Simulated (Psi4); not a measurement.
Psi4 1.11, BP86/def2-svp: Mo(S)2(Cl)(Me) ([CH3][Mo](=[S])(=[S])[Cl]), 8 atoms. The geometry is a generated start, not checked to be a minimum at this level.

| Item | Value |
|---|---|
| task | energy |
| method | bp86 |
| basis | def2-svp |
| memory | 3 GB |
| maxiter | 100 |
| keys of the molecule block | symmetry c1 |
| scf_type | df (default) |
| guess | auto, which took SAD (default) |
| scf_initial_accelerator | adiis (default) |
| e_convergence | 1e-06 (default) |
| d_convergence | 1e-06 (default) |
| dft_radial_points | 75 (default) |
| dft_spherical_points | 302 (default) |
| effective core potentials | those of the basis set, past Kr |
| basis functions | 114 |
| grid points | 172321 |

```xyz
8

Mo     0.7073     0.7541    -0.0102
S      2.0276     0.0885    -1.5690
S      1.6873     0.4303     1.8699
Cl    -0.2807     2.6364    -0.2818
C     -0.8049    -0.7756     0.0046
H     -0.5358    -1.6834    -0.5485
H     -1.7061    -0.3605    -0.4809
H     -1.0946    -1.0897     1.0159
```

Charge 0 and multiplicity 1 are set for this test and not shown to be the ground state.

One run each on 2 threads. Values of diis_max_vecs tried: 3, 6, 10 (default), 20.

**Question.** How does the count of SCF iterations change with diis_max_vecs, and where is it least?

**Answer.** Fewest SCF iterations, within one of each other: 10 (default) with 13, 20 with 12. The count rises to 52 at 3. All converge to one solution.

| diis_max_vecs | SCF iterations | end |
|---|---|---|
| 3 | 52 | same solution |
| 6 | 14 | same solution |
| 10 (default) | 13 | same solution |
| 20 | 12 | same solution |
